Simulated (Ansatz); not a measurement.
**Effect of B on a N site, symmetric start on Cu3N**

The reference is a 24-atom supercell of Cu3N (space group Pm-3m, No. 221; a = 3.765 Å) at its relaxed geometry.

The change: one N atom is replaced by B, atoms relaxed at fixed cell.

Level of theory: PBEsol/PAW in Ansatz (a quantum-chemistry and plane-wave program), scalar-relativistic without spin-orbit coupling. k-mesh 6×5×6 (Γ-centred); smearing 0.05 eV (Fermi–Dirac).

| quantity | base | changed | shift |
|---|---|---|---|
| pressure | 0.0 GPa | 2.0 GPa | +2.0 GPa |
| energy gained by relaxation | – | 0.12 eV | – |
| largest displacement of a host atom from its site in the perfect cell | – | 0.22 Å | – |
| mean distance from the defect site to its nearest host atoms | 1.88 Å | 1.91 Å | +0.03 Å |

The cell is small, so the values are those of an ordered compound at a high defect concentration; dilute-limit values will differ. The defect started on the symmetric site and kept its symmetry, so it may sit on a saddle. All final runs are without spin polarisation. The defect cell is not spin-polarised.
